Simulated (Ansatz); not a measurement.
## A self-consistent single point of Ti2O (P3m1, 3 atoms in the cell) with Ansatz

Level of theory: LDA (PW92), default PAW files made with PBE (plane waves; Ansatz, an electronic-structure program).

Input:

Ansatz 0.2 input:
```yaml
crystal:
  lattice:
    - [2.945218, 0.000000, 0.000000]
    - [-1.472609, 2.550633, 0.000000]
    - [0.000000, 0.000000, 4.807873]
  atoms:
    - { symbol: Ti, position: [0.333333, 0.666667, 0.740450] }
    - { symbol: Ti, position: [0.666667, 0.333333, 0.269950] }
    - { symbol: O, position: [0.000000, 0.000000, 0.000000] }
basis:
  ecutwfc: 420.0 eV
kpoints:
  mp_grid: { grid: [13, 13, 7] }
hamiltonian:
  xc: lda
  pseudopotentials: { kind: paw }
scf:
  occupations: { method: fermi_dirac, width: 0.1 eV }
output:
  forces: true
  eigenvalues: true
  stress: true
```

Log, with long lists cut:

```
WARN the atoms were moved onto the symmetric positions of the space group found under crystal.symmetry.tolerance 1.0e-5 (fractional …
WARN ansatz: RAYON_NUM_THREADS=1 ignored (pool sized by the plan → 1); use --threads N
Pseudopotentials: kind: paw
Pseudopotential: Ti, paw, valence charge 12
Pseudopotential: O, paw, valence charge 6
Crystal: 3 atoms, lattice volume = 36.118 Å³
Basis set: ecut = 420 eV, 701 PW (Γ)
Bands: 19, of which v1, the nominal top of the filled ones, is band 15 counted from 1 (14 counted from 0)
Symmetry: 6 space group operations
Space group: P3m1 (ITA 156), of the structure as read, at distance tolerance 3.3e-5 Å
k-points: 126 of 1183 (time reversal used)
PAW frozen core: Ti, regenerated for the run's functional, and the local potential with it
PAW frozen core: O, regenerated for the run's functional, and the local potential with it
Initial density: superposition of atomic densities (neutral atoms: chi_scale 0, normalization atom), corrected by the library's trained network
Initial wavefunctions: pseudopotential atomic-orbital guess
Eigensolver: davidson
Functional: x = slater, c = lda
SCF iter   1: F=—  HF=-5459.248745 eV  |F-HF|=—  |Δ(HF+E_count)|=         —  Δρ=1.33e-2  dr2=5.26e-2  ethr=1.77e-3  ⟨swp⟩=4.2  Hψ=9017  notcnv=0
all-band conjugate gradients solve this SCF's bands
preconditioner: auto → Kerker (q_TF=auto, 2.645 Å⁻¹)
SCF iter   2: F=—  HF=-5459.239163 eV  |F-HF|=—  |Δ(HF+E_count)|=   9.58e-3  Δρ=5.43e-3  dr2=9.58e-3  ethr=1.75e-4  ⟨swp⟩=1.0  Hψ=3403  notcnv=0
SCF iter   3: F=—  HF=-5459.237507 eV  |F-HF|=—  |Δ(HF+E_count)|=   1.66e-3  Δρ=1.51e-3  dr2=1.16e-3  ethr=3.19e-5  ⟨swp⟩=2.2  Hψ=2949  notcnv=0
SCF iter   4: F=—  HF=-5459.237241 eV  |F-HF|=—  |Δ(HF+E_count)|=   2.66e-4  Δρ=2.94e-4  dr2=5.64e-5  ethr=3.86e-6  ⟨swp⟩=2.0  Hψ=2862  notcnv=0
SCF iter   5: F=—  HF=-5459.237224 eV  |F-HF|=—  |Δ(HF+E_count)|=   1.71e-5  Δρ=8.68e-5  dr2=4.03e-6  ethr=1.88e-7  ⟨swp⟩=2.1  Hψ=3090  notcnv=0
SCF iter   6: F=—  HF=-5459.237223 eV  |F-HF|=—  |Δ(HF+E_count)|=   9.74e-7  Δρ=2.87e-5  dr2=4.26e-7  ethr=1.34e-8  ⟨swp⟩=2.6  Hψ=4375  notcnv=0
SCF iter   7: F=-5459.237223 eV  HF=-5459.237223 eV  |F-HF|=2.65e-8  |Δ(HF+E_count)|=   1.07e-7  Δρ=9.50e-6  dr2=3.40e-8  ethr=3.33e-10  ⟨swp⟩=5.0  Hψ=9391  notcnv=0
SCF 1 converged in 7 iterations: F = -5459.237223 eV  dr2 = 3.40e-8
SCF converged after 7 iterations
Free energy (F): -5459.237223 eV
Harris-Foulkes:  -5459.237223 eV  (|F-HF|=2.65e-8)
Internal energy: -5459.196261 eV  (E = F + TS)
E sigma→0 (E₀):  -5459.216742 eV
Entropy (-TS):   -0.040962 eV (-13.654 meV/atom)
Fermi energy:    15.086092 eV
--- Per-component energies (eV) ---
  E_band       = -261.916443
  E_kinetic    = 722.090480
  E_local      = -1765.762930  (includes V_loc(G=0)·N_el)
  E_nonlocal   = 72.771661
  E_hartree    = 713.675770
  E_xc         = -267.721611
  E_vxc        = -339.025071  (∫ρ·V_xc dr)
  E_paw        = -2144.785775  (= ΣΔE_a)
  E_vpaw       = -379.342720  (= ΣTr[D̂ρ^β])
  E_aug_tail   = 0.002652  (compensation charges beyond the density's cutoff)
  E_ewald      = -2790.215330
  E_core_change = 0.748822  (= ΣΔE_core)
  E_smearing   = -0.040962  (= −TS)
  E_closure    = 0.000000  (closes the sum)
  Σ components = -5459.237223   (vs F -5459.237223, Δ=0.00e0)
--- Forces (eV/Å), atoms counted from 1 ---
  atom   1  Ti     0.00000000    -0.00000000     0.12162288
  atom   2  Ti    -0.00000000     0.00000000    -0.40860674
  atom   3  O      0.00000000     0.00000000     0.28697097
  max |Σ_I F_I| component: 1.29e-5 eV/Å
--- Stress (GPa, compression-positive) ---
       -6.832137       0.000000      -0.000000
       -0.000000      -6.832137       0.000000
       -0.000000       0.000000     -11.358409
  P = ⅓ Tr σ = -8.3409 GPa (-83.409 kbar)
  The stress holds the Pulay correction. Without it, at fixed plane waves, as pw.x and ABINIT print it: P = -8.8203 GPa
--- Band table (eV; the first three rows and the last of 126) ---
  k-point 0: bands = ["-41.4930", "-41.3646", "-18.4731", "-17.7860", "-17.7860", "-17.7126", "-17.7042", "-17.7042", "-5.7779", "7.3305", "8.9824", "8.9824", "11.4929", "14.9897", "15.2421", "15.6541", "15.6541", "16.2035", "16.2035"]
  k-point 1: bands = ["-41.4873", "-41.3704", "-18.4375", "-17.7831", "-17.7831", "-17.7524", "-17.7071", "-17.7071", "-5.7664", "7.2515", "8.9704", "8.9704", "11.7193", "14.6424", "15.5710", "15.5710", "15.5920", "16.1446", "16.1446"]
  k-point 2: bands = ["-41.4718", "-41.3862", "-18.3367", "-17.8627", "-17.7756", "-17.7756", "-17.7146", "-17.7146", "-5.7408", "7.0882", "8.9440", "8.9440", "12.3008", "14.2042", "15.3738", "15.3738", "15.9864", "16.4683", "16.4683"]
  k-point 125: bands = ["-41.3439", "-41.3375", "-18.2578", "-18.2386", "-18.1490", "-18.0936", "-17.8215", "-17.8084", "-5.2675", "7.2574", "7.5713", "8.1339", "13.8040", "14.3300", "14.3770", "16.0602", "16.1892", "16.7261", "17.8043"]
```

The run converged in 7 iterations.

The starting cell comes from a database of computed structures (which also holds hypothetical and non-ambient phases and stackings), without a prior relaxation at this level. Its lattice was rescaled by up to half a per cent. One atom was moved a little off its site on purpose. Spin polarisation is off, so a magnetic state, if there is one, cannot be reached. With a pressure of about -8 GPa the cell is away from its equilibrium volume at this level. Ansatz's pressure includes its estimate of the finite-basis (Pulay) stress.
